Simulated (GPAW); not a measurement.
Band structure of BaF₂ (Fm-3m, 3 atoms in the cell).

```
CELL_PARAMETERS angstrom
      0.00000     3.10000     3.10000
      3.10000     0.00000     3.10000
      3.10000     3.10000     0.00000
ATOMIC_POSITIONS crystal
  Ba 0.00000 0.00000 0.00000
  F  0.25000 0.25000 0.25000
  F  0.75000 0.75000 0.75000
```

Level of theory: PBE, GPAW PAW datasets PBE (gpaw-data 1.0.1) (plane waves; GPAW).

Settings: mode = pw; ecut = 950 eV; xc = PBE; kpts = 6 6 6; mesh shift (steps) = 0 0 0; occupations.name = fermi-dirac; occupations.width = 0.01 eV; nbands = -6; convergence.density = 1e-05 e/electron; convergence.energy = 1e-05 eV/electron; convergence.bands = -4; symmetry.symmorphic = false; symmetry.tolerance = 0.0005; maxiter = 120.

The starting cell has typed, rounded lattice constants, without a prior relaxation at this level.

### Question
Predict the gap along the standard path and the places of the band edges.

### Answer
The gap along the path is 6.79 eV, from a point between K and Γ to Γ; the smallest direct gap on it is 6.87 eV.

Levels in eV from the top of the valence band on the SCF mesh, bands 9 to 16:
```
point      9     10     11     12    13    14     15     16
-----  -----  -----  -----  -----  ----  ----  -----  -----
Γ      -1.47  -0.07  -0.07  -0.07  6.80  9.22   9.22  11.43
X      -0.34  -0.32  -0.32  -0.12  7.28  9.04  10.71  11.99
W      -0.34  -0.34  -0.29  -0.17  7.59  9.83   9.91   9.91
K      -0.52  -0.33  -0.18  -0.16  7.57  9.40   9.96  10.70
L      -0.65  -0.34  -0.16  -0.16  9.14  9.22   9.22   9.79
U      -0.52  -0.33  -0.18  -0.16  7.57  9.40   9.96  10.70
```
